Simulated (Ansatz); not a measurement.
The starting structures come from a database of crystals and need not be the phases stable at ambient conditions.

Evanescent states of Cs₂Pd(IBr₂)₂ (I4/mmm, not sure to be the ambient phase, 9 atoms a cell, 38.4 Å³ an atom, -2 GPa at this level) along the normal of (101)

Calculation: PBEsol (plane waves, PAW; Ansatz, a first-principles code).

No gap correction and no spin-orbit coupling; mid-gap values are interpolated between computed energies.

Energies count from the valence-band top; κ is the least over a 4×4 mesh across the current.

| E (eV) | κ (1/Å) | where |
|---|---|---|
| 0.03 | 0.088 | Γ |
| 0.07 | 0.115 | off Γ |
| 0.12 | 0.114 | off Γ |
| 0.17 | [?] | off Γ |
| 0.23 | [?] | off Γ |
| 0.28 | [?] | off Γ |
| 0.33 | [?] | off Γ |
| 0.38 | [?] | off Γ |
| 0.42 | 0.088 | off Γ |
| 0.47 | [?] | off Γ |
| 0.53 | 0.067 | off Γ |
| 0.57 | 0.050 | off Γ |
| 0.62 | 0.019 | off Γ |

Problem. Fill in the missing entries.

Solution. 
- 0.17, κ (1/Å): 0.112
- 0.23, κ (1/Å): 0.109
- 0.28, κ (1/Å): 0.106
- 0.33, κ (1/Å): 0.101
- 0.38, κ (1/Å): 0.095
- 0.47, κ (1/Å): 0.079
